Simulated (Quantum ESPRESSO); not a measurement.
Input and output of a self-consistent single point for SiMo3 (Pm-3n, 8 atoms in the cell) (Quantum ESPRESSO).

Computed with PBE, PseudoDojo standard norm-conserving (PBE) pseudopotentials (plane waves; Quantum ESPRESSO).

The change in words: lattice scaled by 0.98. Reference geometry:
```yaml
crystal:
  lattice:
    - [4.88970, 0.00000, 0.00000]
    - [0.00000, 4.88970, 0.00000]
    - [0.00000, 0.00000, 4.88970]
  atoms:
    - { symbol: Si, position: [0.50000, 0.50000, 0.50000] }
    - { symbol: Si, position: [0.00000, 0.00000, 0.00000] }
    - { symbol: Mo, position: [0.00000, 0.50000, 0.25000] }
    - { symbol: Mo, position: [0.00000, 0.50000, 0.75000] }
    - { symbol: Mo, position: [0.25000, 0.00000, 0.50000] }
    - { symbol: Mo, position: [0.75000, 0.00000, 0.50000] }
    - { symbol: Mo, position: [0.50000, 0.25000, 0.00000] }
    - { symbol: Mo, position: [0.50000, 0.75000, 0.00000] }
```

Reference input (self-consistent single point, DFT, PBE, plane waves, PseudoDojo standard norm-conserving (PBE) pseudopotentials): ecutwfc = 80 Ry; occupations = smearing; smearing = fd; degauss = 0.0099958 Ry; potentials = {Si: Si.upf, Mo: Mo.upf}; K_POINTS = automatic 5 5 5 0 0 0; conv_thr = 1e-10 Ry. This run's input differs from it in these lines:

```diff
@@ -25,14 +25,14 @@
 CELL_PARAMETERS bohr
-   9.2401938316     0.0000000000     0.0000000000
-   0.0000000000     9.2401938316     0.0000000000
-   0.0000000000     0.0000000000     9.2401938316
+   9.0553899549     0.0000000000     0.0000000000
+   0.0000000000     9.0553899549     0.0000000000
+   0.0000000000     0.0000000000     9.0553899549
 ATOMIC_POSITIONS angstrom
-Si    2.4448500000    2.4448500000    2.4448500000
+Si    2.3959530000    2.3959530000    2.3959530000
 Si    0.0000000000    0.0000000000    0.0000000000
-Mo    0.0000000000    2.4448500000    1.2224250000
-Mo    0.0000000000    2.4448500000    3.6672750000
-Mo    1.2224250000    0.0000000000    2.4448500000
-Mo    3.6672750000    0.0000000000    2.4448500000
-Mo    2.4448500000    1.2224250000    0.0000000000
-Mo    2.4448500000    3.6672750000    0.0000000000
+Mo    0.0000000000    2.3959530000    1.1979765000
+Mo    0.0000000000    2.3959530000    3.5939295000
+Mo    1.1979765000    0.0000000000    2.3959530000
+Mo    3.5939295000    0.0000000000    2.3959530000
+Mo    2.3959530000    1.1979765000    0.0000000000
+Mo    2.3959530000    3.5939295000    0.0000000000
 K_POINTS automatic
```

Log, with long lists cut:

```
     Self-consistent Calculation

     iteration #  1     ecut=    80.00 Ry     beta= 0.70

---- Real-time Memory Report at c_bands before calling an iterative solver
           178 MiB given to the printing process from OS
           138 MiB allocation reported by mallinfo(arena+hblkhd)
------------------

     Threshold (ethr) on eigenvalues was too large:
     Diagonalizing with lowered threshold

---- Real-time Memory Report at c_bands before calling an iterative solver
           201 MiB given to the printing process from OS
           145 MiB allocation reported by mallinfo(arena+hblkhd)
------------------

   [... lines left out ...]

---- Real-time Memory Report at c_bands before calling an iterative solver
           218 MiB given to the printing process from OS
           192 MiB allocation reported by mallinfo(arena+hblkhd)
------------------

     total energy              =    -860.43361281 Ry
     estimated scf accuracy    <          2.1E-10 Ry

     iteration # 12     ecut=    80.00 Ry     beta= 0.70

---- Real-time Memory Report at c_bands before calling an iterative solver
           218 MiB given to the printing process from OS
           192 MiB allocation reported by mallinfo(arena+hblkhd)
------------------
     End of self-consistent calculation

     the Fermi energy is    21.3858 ev

!    total energy              =    -860.43361281 Ry
     estimated scf accuracy    <          2.9E-11 Ry
     smearing contrib. (-TS)   =      -0.01389835 Ry
     internal energy E=F+TS    =    -860.41971446 Ry

     convergence has been achieved in  12 iterations

     Forces acting on atoms (cartesian axes, Ry/au):

     atom    1 type  1   force =     0.00000000    0.00000000    0.00000000
   [... zero for the other atoms too ...]

     Total force =     0.000000     Total SCF correction =     0.000000

          total   stress  (Ry/bohr**3)                   (kbar)     P=      202.71
   0.00137796   0.00000000   0.00000000          202.71        0.00        0.00
   0.00000000   0.00137796   0.00000000            0.00      202.71        0.00
   0.00000000   0.00000000   0.00137796            0.00        0.00      202.71

   JOB DONE.
```

The run converged in 12 iterations. Against the reference run the free energy rises by 58.6 meV/atom and the pressure goes from 2.45 to 20.27 GPa. The full log also holds: “c_bands:  1 eigenvalues not converged”.

The starting cell comes from a database of computed structures (which also holds hypothetical and non-ambient phases and stackings), without a prior relaxation at this level. For this run, on top of that: lattice scaled by 0.98. Spin polarisation is off. With a pressure of about 20 GPa the cell is away from its equilibrium volume at this level.

Cost on one core of a shared machine: roughly 60 s.
